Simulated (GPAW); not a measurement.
## How a calculation on Bi (R-3m, 2 atoms in the cell) responds to its settings

```
CELL_PARAMETERS angstrom
      4.12541    -2.25293     0.00000
      4.12541     2.25293     0.00000
      2.89506     0.00000     3.70315
ATOMIC_POSITIONS crystal
  Bi 0.23400 0.23400 0.23400
  Bi 0.76600 0.76600 0.76600
```

Base run A: GPAW with PBE, real-space grid, GPAW PAW datasets PBE (gpaw-data 1.0.1), self-consistent single point.

Its settings: mode = fd; h = 0.18 Å; xc = PBE; kpts = 5 5 5; mesh shift (steps) = 0 0 0; occupations.name = methfessel-paxton; occupations.width = 0.1 eV; occupations.order = 1; nbands = -8; convergence.density = 1e-05 e/electron; convergence.energy = 1e-05 eV/electron; symmetry.symmorphic = false; symmetry.tolerance = 0.0005; maxiter = 100.

The starting cell has typed, rounded lattice constants, without a prior relaxation at this level. Its lattice was rescaled by a random factor within 2.5 % of one. Spin-orbit coupling is off.

ΔF is the free energy per atom less that of run A. 

| run | change | ΔF (meV/atom) | largest force (eV/Å) |
|---|---|---|---|
| A | base | 0.00 | 0.165 |
| B | lattice scaled by 0.97 | 114.6 | 0.648 |
| C | lattice scaled by 0.97; h: 0.18 Å → 0.232 Å | 50.5 | 0.635 |
| D | lattice scaled by 0.985 | 43.7 | 0.401 |
| E | lattice scaled by 0.985; h: 0.18 Å → 0.232 Å | -26.2 | 0.399 |
| F | lattice scaled by 1.015 | -19.9 | 0.057 |
| G | lattice scaled by 1.015; h: 0.18 Å → 0.232 Å | -101.3 | 0.039 |
| H | lattice scaled by 1.03 | -19.2 | 0.241 |
| I | lattice scaled by 1.03; h: 0.18 Å → 0.232 Å | -108.2 | 0.241 |
| J | h: 0.18 Å → 0.232 Å; nbands: -8 → -6; convergence.bands: default → -4 | -75.2 | 0.172 |

Run H against A: The free energy falls by 19.2 meV/atom and the largest force goes from 0.165 to 0.241 eV/Å.

Run B against A: The free energy rises by 115 meV/atom and the largest force goes from 0.165 to 0.648 eV/Å.
